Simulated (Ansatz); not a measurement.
CsCl-type NiAl, treated with r²SCAN in Ansatz (plane waves, PAW).

Run with plane-wave cutoff 500 eV, 20×14×1 k mesh (along the axes of the cell as run), Fermi–Dirac smearing 0.1 eV, scalar-relativistic PAW data made under PBE.

Question: Predict the surface energy of the (110) face and work function of the (110) face.

Answer: 
- surface energy of the (110) face: 1.77 J/m²
- work function of the (110) face: 4.85 eV

The slab of 12 atoms is relaxed and unreconstructed.

The computed numbers hold no vibrational or temperature effects.

Ansatz is a program for electronic structure.
